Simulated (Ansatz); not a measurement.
corundum: the defect O interstitial

Method: PBE, PAW (plane waves to 420 eV; Ansatz, an electronic-structure program). A 2×2×1 supercell of 120 sites was used; the energies come from a 2×2×2 Γ-centred sampling of its zone. Site at the start: void with 3O nearest, no. 2. Charged cells carry a point-charge image correction with potential alignment at far atoms. Dielectric constants: PBE linear response of the host. Host gap at this level: 5.85 eV. Finite-size and sampling errors can reach tenths of an eV here. PBE underestimates the host's gap, which shifts levels and can delocalise carriers. Spin–orbit coupling is left out. Each state is the lowest found from its start.

Formation energies E_f are given with the Fermi level at the valence-band maximum. Chemical conditions: Al-rich (Δμ(O) = -4.96 eV; only phases computed here count, gases as isolated molecules at 0 K); O-rich (Δμ(O) = 0.00 eV; only phases computed here count, gases as isolated molecules at 0 K). Reference phases: O: O2 molecule in a box.

The name describes the start; the neighbours show where the added atom ended.

```csv
charge,moment (μB),point group,largest move off a lattice site (Å),neighbours of the added atom at the end (Å),image correction with alignment (eV),"E_f, Al-rich (eV)","E_f, O-rich (eV)",above the lowest spin state (eV)
+1,1.0,C2,0.72,"O 1.38, Al 1.87, Al 2.12",0.27,8.38,3.42,0.00
0,0.0,C2,0.74,"O 1.48, Al 1.87, Al 1.94, O 2.24, Al 2.26",0.00,8.71,3.75,0.00
0,not spin-polarised,C2,0.74,"O 1.48, Al 1.87, Al 1.94, O 2.24, Al 2.26",0.00,8.71,3.75,0.00
−1,1.0,C2,0.97,"Al 1.86, Al 1.87, O 1.90, Al 1.99, O 2.18, O 2.35",0.05,12.02,7.05,0.00
−2,not spin-polarised,C2,1.13,"Al 1.88, Al 1.88, Al 1.92, Al 1.97, O 2.17, O 2.21, O 2.30",0.29,14.59,9.63,0.00
```

Point groups are those of the whole cell at tolerances of 0.03 and 0.1 Å ("near" where only the looser one holds); none is given for unsettled states.

Starting moments that weren't kept: charge 0 began with 2 μB and ended with 0.0.

No other site or start that was run ended lower by more than 0.1 eV.

Transition levels above the valence-band maximum: ε(+1/0) = 0.33 eV; ε(0/−1) = 3.31 eV; ε(−1/−2) = 2.58 eV. On the lower envelope of the bound states, inside the gap: (+1/0) at 0.33 eV; (0/−2) at 2.94 eV; the others aren't thermodynamic.

Flagged in the runs: a doubtful potential alignment, a host whose relaxation on this sampling wasn't shown to rest, a strain field that reaches the edge of the cell.
